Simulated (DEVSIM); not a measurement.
Device: InP/In0.53Ga0.47As p-n heterojunction, at 300 K.

Layer 1 from the left is InP, thickness (μm) 0.720, Na (cm⁻³) 1.3e16, τn (s) 6.2e-10, τp (s) 6.2e-10. Layer 2 from the left is In0.53Ga0.47As, thickness (μm) 0.230, Nd (cm⁻³) 2.9e16, τn (s) 6.2e-10, τp (s) 6.2e-10.

Left contact: ohmic. Right contact: ohmic. Voltage is applied to the left contact. Recombination: SRH at mid-gap, Auger. Mobility is μmin + (μ − μmin)/(1 + (N/Nref)^α).

The device is made up for the run: typed textbook-type constants, with dimensions and the other settings drawn at random. Values at 300 K.

InP: gap (eV) 1.344, affinity (eV) 4.38, permittivity 12.5, Nc (cm⁻³) 5.7e17, Nv (cm⁻³) 1.1e19, μn (cm²/Vs) 5200, μp (cm²/Vs) 170, μn,min 400, μp,min 10, Nref,n 3e17, Nref,p 4.9e17, αn 0.47, αp 0.62, Cn (cm⁶/s) 9e-31, Cp (cm⁶/s) 9e-31. In0.53Ga0.47As: gap (eV) 0.74, affinity (eV) 4.51, permittivity 13.9, Nc (cm⁻³) 2.1e17, Nv (cm⁻³) 7.7e18, μn (cm²/Vs) 12000, μp (cm²/Vs) 300, μn,min 300, μp,min 10, Nref,n 1.3e17, Nref,p 4.9e17, αn 0.48, αp 0.4, Cn (cm⁶/s) 5e-29, Cp (cm⁶/s) 5e-29.

DEVSIM, 1D drift-diffusion, Boltzmann statistics, complete ionisation; no tunnelling, impact ionisation, image-force lowering or self-heating. Band offsets follow the typed affinities; no thermionic-emission limit at abrupt steps, no polarisation charge.

Problem. What does the simulation give for the largest field in the device at zero bias, the potential step across the device at zero bias, the dark forward voltage at 100 A/cm², the dark forward voltage at 1 A/cm²?

Solution. largest field in the device at zero bias 50000 V/cm; potential step across the device at zero bias 0.989 V; dark forward voltage at 100 A/cm² 0.869 V; dark forward voltage at 1 A/cm² 0.647 V.
